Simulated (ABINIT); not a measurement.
A self-consistent single point of HfZn2 (Fd-3m, 6 atoms in the cell) with ABINIT.

Computed with LDA (PW92), PAW (JTH v2.0 LDA PAW) (plane waves; ABINIT 10.0.3).

The change in words: lattice scaled by 0.98. Reference geometry:
```
HfZn2
1.0
    0.00000     3.55564     3.55564
    3.55564     0.00000     3.55564
    3.55564     3.55564     0.00000
Hf Zn
2 4
Direct
  0.75000   0.75000   0.75000
  0.50000   0.50000   0.50000
  0.12500   0.12500   0.62500
  0.12500   0.62500   0.12500
  0.12500   0.12500   0.12500
  0.62500   0.12500   0.12500
```
Moments meant for the start (each program seeds them in its own way; μB, in the order of the atoms Hf Hf Zn Zn Zn Zn): 1.0 1.0 0.0 0.0 0.0 0.0.

Reference input (self-consistent single point, DFT, LDA (PW92), plane waves, PAW (JTH v2.0 LDA PAW)): pseudos = [Hf.LDA_PW-JTH.xml, Zn.LDA_PW-JTH.xml]; ecut = 60 Ry; pawecutdg = 120 Ry; pawxcdev = 0; ixc = 7; nsppol = 2; occopt = 3; tsmear = 0.1 eV; ngkpt = 5 5 5; nshiftk = 1; shiftk = 0 0 0; potentials = JTH v2.0 LDA PAW. This run's input differs from it in these lines:

```diff
@@ -5,5 +5,5 @@
 rprim
-        -0.0000000000    3.5556370000    3.5556370000
-         3.5556370000   -0.0000000000    3.5556370000
-         3.5556370000    3.5556370000   -0.0000000000
+        -0.0000000000    3.4845240000    3.4845240000
+         3.4845240000   -0.0000000000    3.4845240000
+         3.4845240000    3.4845240000   -0.0000000000
 natom 6
@@ -13,8 +13,8 @@
 xcart
-        10.0787701929   10.0787701929   10.0787701929
-         6.7191801286    6.7191801286    6.7191801286
-         5.0393850964    5.0393850964    1.6797950321
-         5.0393850964    1.6797950321    5.0393850964
-         1.6797950321    1.6797950321    1.6797950321
-         1.6797950321    5.0393850964    5.0393850964
+         9.8771940520    9.8771940520    9.8771940520
+         6.5847960347    6.5847960347    6.5847960347
+         4.9385970260    4.9385970260    1.6461990087
+         4.9385970260    1.6461990087    4.9385970260
+         1.6461990087    1.6461990087    1.6461990087
+         1.6461990087    4.9385970260    4.9385970260
 ecut 60 Ry
```

Log, with long lists cut:

```
--- !BeginCycle
solver: {iscf: 17, nstep: 80, nline: 4, wfoptalg: 10, }
tolerances: {toldfe: 1.00E-09, }
...

     iter   Etot(hartree)     deltaE(h) residm    nres2    magn
 ETOT  1  -337.88256827604    -3.38E+02 1.74E+01 5.18E+02 0.265
 ETOT  2  -365.49464908103    -2.76E+01 6.88E+00 8.85E+03 0.158
 ETOT  3  -358.86098711523     6.63E+00 1.33E+00 6.47E+02 0.133
 ETOT  4  -358.90319602866    -4.22E-02 8.42E-01 1.31E+02 0.189
 ETOT  5  -358.90549668864    -2.30E-03 2.67E-01 1.17E+02 0.177
   [... 10 lines left out ...]
 ETOT 16  -358.70213901423    -1.37E-07 2.17E-03 7.40E-06 0.000
 ETOT 17  -358.70213903379    -1.96E-08 1.83E-03 2.17E-06 0.001
 ETOT 18  -358.70213903289     8.99E-10 1.94E-03 6.92E-07 0.000
 ETOT 19  -358.70213903380    -9.12E-10 1.19E-03 6.52E-08 0.000
 At SCF step   19, etot is converged :
  for the second time, diff in etot=  9.118E-10 < toldfe=  1.000E-09

 Cartesian components of stress tensor (hartree/bohr^3)
  sigma(1 1)= -3.95832215E-04  sigma(3 2)=  0.00000000E+00
  sigma(2 2)= -3.95832215E-04  sigma(3 1)=  0.00000000E+00
  sigma(3 3)= -3.95832215E-04  sigma(2 1)=  0.00000000E+00

 Integrated electronic and magnetization densities in atomic spheres:
 Radius=ratsph(iatom), smearing ratsm=  0.0000. Diff(up-dn)=approximate z local magnetic moment.
 Atom    Radius    up_density   dn_density  Total(up+dn)  Diff(up-dn)
    1   2.41119     4.804669     4.804753      9.609423    -0.000084
    2   2.41119     4.804669     4.804753      9.609423    -0.000084
    3   2.30770     5.545849     5.545851     11.091700    -0.000002
   [... lines left out ...]
 Total magnetization (from the atomic spheres):            -0.000177
 Total magnetization (exact up - dn):                      -0.000329
 Fermi (or HOMO) energy (eV) =   6.80486   Average Vxc (eV)= -12.15357
   [... lines left out ...]
'-kT*entropy'       : -7.07082398775087E-03
total_energy        : -3.58701912092467E+02
total_energy_eV     : -9.76077542126409E+03
...

-Cartesian components of stress tensor (GPa)         [Pressure=  1.1646E+01 GPa]
- sigma(1 1)= -1.16457839E+01  sigma(3 2)=  0.00000000E+00
- sigma(2 2)= -1.16457839E+01  sigma(3 1)=  0.00000000E+00
- sigma(3 3)= -1.16457839E+01  sigma(2 1)=  0.00000000E+00

 Calculation completed.
```

The run converged in 19 iterations. Against the reference run the free energy goes up by 35.8 meV/atom and the pressure goes from 1.68 to 11.65 GPa.

The starting cell comes from a database of computed structures (which also holds hypothetical and non-ambient phases and stackings), without a prior relaxation at this level. Its lattice was rescaled by a random factor within 2.5 % of one. For this run, on top of that: lattice scaled by 0.98. The starting moments vanished: the run ended non-magnetic. With a pressure of about 12 GPa the cell is away from its equilibrium volume at this level.

Cost on one core of a shared machine: roughly 3 min.
